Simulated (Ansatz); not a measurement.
Start from Sn (space group I4_1/amd, No. 141; a = 5.8331 Å, c = 3.1580 Å).

Structures relaxed with Ansatz (a program for electronic structure) PBEsol, no spin-orbit coupling, earlier PAW set.

Base:

Simulated powder pattern, Cu Kα1, λ = 1.54056 Å (kinematic, ideal powder, no thermal factors, no anomalous dispersion; the 10 strongest lines at most, above 2 %, up to 2θ = 90°):

```csv
2θ (°),I/Imax (%),hkl
30.63,100,(200)
32.21,88,(101)
43.86,37,(220)
45.04,68,(211)
55.45,18,(301)
62.98,24,(112)
64.68,23,(321)
72.39,16,(420)
73.25,16,(411)
79.90,25,(312)
```

Modification: Cd takes the place of Sn on all its sites, then cell and atoms are relaxed.

### Question
How do the reflections move or split?

### Answer

Simulated powder pattern, Cu Kα1, λ = 1.54056 Å (kinematic, ideal powder, no thermal factors, no anomalous dispersion; the 10 strongest lines at most, above 2 %, up to 2θ = 90°):

```
2θ (°)  I/Imax (%)    hkl
------  ----------  -----
31.23          100  (200)
34.90           74  (101)
44.74           36  (220)
47.52           60  (211)
57.96           16  (301)
67.32           20  (321)
69.32           19  (112)
74.00           15  (420)
76.07           14  (411)
86.36           21  (312)
```

The indices refer to each structure's own conventional cell; one index is shown for lines that coincide.

No phonon test of stability was made. As relaxed here, Cd is a hypothetical phase, not in the database extracts checked.
